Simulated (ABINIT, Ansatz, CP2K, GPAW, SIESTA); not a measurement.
One structure in several programs: ZnS (F-43m, 2 atoms in the cell)

Band-structure calculation.

```
ZnS
1.0
    0.00000     2.69018     2.69018
    2.69018     0.00000     2.69018
    2.69018     2.69018     0.00000
Zn S
1 1
Direct
  0.00000   0.00000   0.00000
  0.25000   0.25000   0.25000
```

Shared settings, as Ansatz (a first-principles code) writes them: kpoints.mp_grid.grid = 11 11 11; scf.occupations.method = fermi_dirac; scf.occupations.width = 0.0007 Ry. Potentials and cutoffs stand in the table.

| code | model | gap along the path (eV) | smallest direct gap (eV) | cutoff |
|---|---|---|---|---|
| Ansatz | PBE, PAW files | 2.16 | 2.16 | default |
| SIESTA | GGA PBE, numerical atomic orbitals TZP, PseudoDojo PBE standard norm-conserving potentials (rewritten from UPF to PSML) | 2.39 | 2.39 | grid 400 Ry |
| ABINIT | PBE, PAW (JTH v2.0 PBE PAW) | 2.16 | 2.16 | 816 eV |
| CP2K | PBE, GPW, DZVP-MOLOPT-SR-GTH basis, GTH-PBE potentials (GTH_POTENTIALS) | 2.15 | 2.15 | grid 600 Ry |
| GPAW | PBE, GPAW PAW datasets PBE (gpaw-data 1.0.1) | 2.16 | 2.16 | 800 eV |

The spread over the programs that give each value: gap along the path within 0.24 eV; smallest direct gap within 0.24 eV.

SIESTA and CP2K use small atom-centred bases, whose incompleteness enters pressures, forces and empty levels differently from a plane-wave cutoff.

In the gap along the path, SIESTA stands apart from the plane-wave programs.

The starting cell comes from a database of computed structures (which also holds hypothetical and non-ambient phases and stackings), without a prior relaxation at this level. Its lattice was rescaled by a random factor within 2.5 % of one.

Left out of this page: Quantum ESPRESSO, Elk and FLEUR (not drawn, or without a comparable value).

Keys are those of Ansatz 0.2.
